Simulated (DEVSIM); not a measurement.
Device: Si n-i-p diode, at 250 K.

```
layer (left to right)  material  thickness (μm)  Nd (cm⁻³)  Na (cm⁻³)  τn (s)  τp (s)
---------------------  --------  --------------  ---------  ---------  ------  ------
1                            Si           0.500     1.6e17          -  2.5e-5  2.5e-5
2                            Si            7.20          -       1e12  2.5e-5  2.5e-5
3                            Si           0.800          -     8.5e17  2.5e-5  2.5e-5
```

Left contact: ohmic. Right contact: ohmic. Voltage is applied to the left contact. Recombination: SRH at mid-gap, radiative. Mobility is μmin + (μ − μmin)/(1 + (N/Nref)^α).

This is a model device: material constants are rounded textbook-type values typed into the input, and sizes, dopings and lifetimes were drawn at random. Values at 300 K; Nc and Nv go as T^1.5, mobilities as T to minus their exponent, the gap by Varshni's rule with the affinity fixed. The table also holds parameters that only a changed run uses.

```csv
parameter,Si
gap (eV),1.124
affinity (eV),4.05
permittivity,11.7
Nc (cm⁻³),2.86e19
Nv (cm⁻³),3.1e19
μn (cm²/Vs),1417
μp (cm²/Vs),470
"μn,min",52
"μp,min",45
"Nref,n",9.7e16
"Nref,p",2.2e17
αn,0.68
αp,0.72
T exponent of μn,2.3
T exponent of μp,2.2
B (cm³/s),4.7e-15
Cn (cm⁶/s),2.8e-31
Cp (cm⁶/s),9.9e-32
Varshni α (eV/K),0.000473
Varshni β (K),636
```

Model (solved in DEVSIM): 1D drift-diffusion, Boltzmann statistics, complete ionisation; no tunnelling, impact ionisation, image-force lowering or self-heating.

Base results: dark forward voltage at 100 A/cm² (V) 0.855; dark forward voltage at 1 A/cm² (V) 0.741.

Task: What follows from this one change: thickness of layer 3 0.8 → 0.16 μm?

Result: dark forward voltage at 100 A/cm² 0.855 → 0.842 V; dark forward voltage at 1 A/cm² 0.741 → 0.732 V.

Task: What follows from this one change: thickness of layer 2 7.2 → 36 μm?

Result: dark forward voltage at 100 A/cm² 0.855 → 0.887 V; dark forward voltage at 1 A/cm² 0.741 → 0.748 V.

Task: What follows from this one change: constant mobility in place of the doping-dependent one?

Result: dark forward voltage at 100 A/cm² 0.855 → 0.839 V; dark forward voltage at 1 A/cm² 0.741 → 0.725 V.
